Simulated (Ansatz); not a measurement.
## ZrSe2 under a change: pressure 22.5 GPa

The reference is ZrSe2 in the CdI2 type structure (space group P-3m1, No. 164; a = 3.6620 Å, c = 5.8415 Å; layered, stacked along the Cartesian z axis).

Now apply this change: cell and atoms relaxed at a pressure of 22.5 GPa.

All numbers come from PBEsol-D3(BJ), PAW, 420 eV (Ansatz, a program for electronic structure; spin-orbit coupling left out). Settings: 15×15×8 k-points, 0.05 eV Fermi–Dirac smearing.

| quantity | base | changed | shift |
|---|---|---|---|
| volume per atom | 22.61 Å³ | 17.55 Å³ | -5.068 Å³ |
| density | 6.10 g/cm³ | 7.86 g/cm³ | +1.76 g/cm³ |
| lattice parameter a | 3.662 Å | 3.324 Å | -0.338 Å |
| c/a ratio | 1.595 | 1.655 | +0.0595 |
| shortest interatomic distance | 2.655 Å | 2.559 Å | -0.096 Å |
| enthalpy H = E + PV relative to the base's energy | – | +2.75 eV/atom | – |
| band gap | zero | zero | – |

Cost of the whole job for the changed cell (relaxation, final SCF and bands): roughly 110 core-seconds.

Load acts through the strain it causes; cell and atoms are relaxed under it. No phonon test of stability was made. No other phases were tried under pressure. The final runs are not spin-polarised. A zero or small gap of ZrSe2 can be the functional's error rather than a property of the material.
